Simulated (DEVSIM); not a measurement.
Structure: abrupt Si n-p junction, at 400 K.

```tsv
layer (left to right)	material	thickness (μm)	Nd (cm⁻³)	Na (cm⁻³)	τn (s)	τp (s)
1	Si	27.0	6.3e17	-	2.6e-5	2.6e-5
2	Si	3.10	-	3.3e15	2.6e-5	2.6e-5
```

Left contact: ohmic. Right contact: ohmic. Voltage is applied to the left contact. Recombination: SRH at mid-gap, radiative. Mobility is μmin + (μ − μmin)/(1 + (N/Nref)^α).

Constants are typed, rounded textbook-type inputs, not results; the design itself was drawn at random and stands for no fabricated device. Values at 300 K; Nc and Nv go as T^1.5, mobilities as T to minus their exponent, the gap by Varshni's rule with the affinity fixed.

```
parameter               Si
----------------  --------
gap (eV)             1.124
affinity (eV)         4.05
permittivity          11.7
Nc (cm⁻³)          2.86e19
Nv (cm⁻³)           3.1e19
μn (cm²/Vs)           1417
μp (cm²/Vs)            470
μn,min                  52
μp,min                  45
Nref,n              9.7e16
Nref,p              2.2e17
αn                    0.68
αp                    0.72
T exponent of μn       2.3
T exponent of μp       2.2
B (cm³/s)          4.7e-15
Varshni α (eV/K)  0.000473
Varshni β (K)          636
```

Model (solved in DEVSIM): 1D drift-diffusion, Boltzmann statistics, complete ionisation; no tunnelling, impact ionisation, image-force lowering or self-heating.

The thickness of layer 2 was swept, all else fixed.

```csv
thickness of layer 2 (μm),dark forward voltage at 100 A/cm² (V),dark forward voltage at 1 A/cm² (V)
0.62,0.427,0.232
1.1,0.456,0.266
1.9,0.483,0.290
3.1,0.507,0.310
5.3,0.535,0.330
9.3,0.566,0.351
16,0.597,0.371
```

From the first row to the last the dark forward voltage at 100 A/cm² goes from 0.427 to 0.597. From the first row to the last the dark forward voltage at 1 A/cm² goes from 0.232 to 0.371.
